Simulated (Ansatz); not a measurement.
## TiC: transverse stress against strain

TiC (rock salt, Fm-3m, 10.133 Å³/atom and stress up to 0.01 GPa in the relaxed cell, cube axes along x, y and z) under a strain ε along a cube axis (axis z), the other axes held. r2SCAN in Ansatz, a plane-wave DFT program (PAW, default set), 500 eV, 23×23×23 Γ-centred mesh, Fermi-Dirac smearing 0.10 eV; ions are relaxed, or left where forces stay under 0.02 eV/Å, within the symmetry of each cell. Stress is positive for a compressed cell.

Here s stands for strain and y for stress xx.

```
strain (%)  stress xx (GPa)
----------  ---------------
-3.00                     ?
-1.50                  1.99
-1.00                  1.32
-0.50                  0.65
0.00                   0.00
0.50                  -0.64
1.00                  -1.27
1.50                  -1.88
```

Using a straight line, estimate the missing y at s = -3.00 from the other rows, showing the fit.

Means: s 0, y 0.024. About the means, the sum of products is -9.0400 and the sum of squares of s is 7.0000; the slope is their ratio. Least squares gives y = 0.024 - 1.2914·s. Residuals (row less fit): 0.029, 0.005, -0.020, -0.024, -0.018, -0.003, 0.033; standard error 0.026 (degrees of freedom: 5). The slope gives the elastic constant C12 = about 130 GPa. At the withheld row, y = 0.024 - 1.2914 × (-3.0) = 3.898 GPa. The calculation gives 4.08 GPa, 0.182 GPa above the prediction (3.1 % of the range of y in the table). The row lies outside the fitted rows, so this is an extrapolation. From the scatter of the fitted rows alone, a prediction at this place has a standard error of 0.040 GPa, so the miss is 4.5 times that.

A polynomial of degree 2 through the 12 other runs of the series gives 4.08 there, so most of the miss is curvature that the fit leaves out. In a metal these values are sensitive to mesh and smearing; energies are taken to zero smearing, stresses follow the free energy. The runs aren't spin-polarised. Rows are the converged runs of the series near zero and its far end; series whose fitted rows scatter by over a few per cent of the range, as at a crossing or softening among them, aren't shown in this form, nor equations of state whose B0' disagrees with the runs' pressures. Most that stay on the fit to the last digits aren't either.
